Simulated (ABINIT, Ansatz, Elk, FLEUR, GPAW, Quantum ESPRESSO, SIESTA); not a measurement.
**MnO (Fm-3m, 4 atoms in the cell) computed with different codes at matched settings**

Self-consistent single point.

```xyz
4
Lattice="4.3956 2.1978 2.1978 2.1978 4.3956 2.1978 2.1978 2.1978 4.3956" Properties=species:S:1:pos:R:3 pbc="T T T"
Mn     0.0000     0.0000     0.0000
Mn     4.3956     4.3956     4.3956
O      2.1978     2.1978     2.1978
O      6.5934     6.5934     6.5934
```
Moments meant for the start (each program seeds them in its own way; μB, in the order of the atoms Mn Mn O O): 5.0 -5.0 0.0 0.0.

Shared settings, as Ansatz (a program for electronic structure) writes them: kpoints.mp_grid.grid = 3 3 3; scf.occupations.method = fermi_dirac; scf.occupations.width = 0.01 eV. Potentials and cutoffs stand in the table.

| code | model | gap on the mesh (eV) | cutoff |
|---|---|---|---|
| Ansatz | PBE, PAW files | 1.006 | default |
| Elk | PBE, all-electron FP-LAPW, Elk's shipped species files, APW+lo basis with extra local orbitals | 0.954 | rgkmax 7.5 |
| FLEUR | PBE, all-electron FLAPW (FLEUR), scalar-relativistic valence | 1.037 | Kmax 4.3 1/bohr |
| ABINIT | PBE, PAW (JTH v2.0 PBE PAW) | 0.996 | 816 eV |
| GPAW | PBE, GPAW PAW datasets PBE (gpaw-data 1.0.1) | 0.910 | 950 eV |
| SIESTA | GGA PBE, numerical atomic orbitals DZP, PseudoDojo PBE standard norm-conserving potentials (rewritten from UPF to PSML) | 1.161 | grid 350 Ry |
| Quantum ESPRESSO | PBE, SSSP 1.1.2 efficiency (PBE) pseudopotentials | 1.010 | 55 Ry |

Gaps are read on the mesh.

On Ansatz's run: the magnetic order is the one reached from the typed start; others were not searched systematically.

The spread over the programs that give each value: gap on the mesh within 0.251 eV.

SIESTA uses small atom-centred bases, whose incompleteness enters pressures, forces and empty levels differently from a plane-wave cutoff. Elk and FLEUR treat all electrons, but the usual bases taken here (sphere radii, linearisation, local orbitals, empty states) were not tested for convergence, so the values are no reference for the others. In the gap, SIESTA (by 0.160) lies more than 0.12 eV from the median of the plane-wave programs.

On the base mesh (7 7 7) the same programs gave: Ansatz pressure 4.33 GPa, gap on the mesh 0.982 eV; Quantum ESPRESSO pressure 4.63 GPa, gap on the mesh 0.987 eV; ABINIT pressure 4.44 GPa, gap on the mesh 0.974 eV; GPAW gap on the mesh 0.902 eV; Elk gap on the mesh 0.928 eV; FLEUR gap on the mesh 1.019 eV; SIESTA pressure 4.16 GPa, gap on the mesh 1.126 eV.

The starting cell has typed, rounded lattice constants, without a prior relaxation at this level. Its lattice was rescaled by a random factor within 2.5 % of one.

Keys are those of Ansatz 0.2.
